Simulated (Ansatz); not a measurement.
## Effect of pressure 1.5 GPa on TiSi2

Take TiSi$_{2}$ (space group Cmcm, No. 63; a = 3.515 Å, b = 13.348 Å, c = 3.557 Å) as the base.

Modification: cell and atoms relaxed at a pressure of 1.5 GPa.

The values are results of PBEsol, PAW, 420 eV (Ansatz, an electronic-structure program; no spin-orbit coupling), not measurements. Γ-centred 14×14×13 mesh, Fermi–Dirac width 0.05 eV.

```
quantity                             base     changed         shift
-----------------------------  ----------  ----------  ------------
volume per atom                  13.91 Å³    13.76 Å³      -0.15 Å³
density                        4.14 g/cm³  4.19 g/cm³  +0.044 g/cm³
shortest interatomic distance     2.394 Å     2.390 Å      -0.004 Å
band gap                             zero        zero             –
```

Cost of the whole job for the changed cell (relaxation, final SCF and bands): around 2.1 core-minutes (rough).

Load acts through the strain it causes; cell and atoms are relaxed under it. No phonon test of stability was made. The final runs are not spin-polarised.
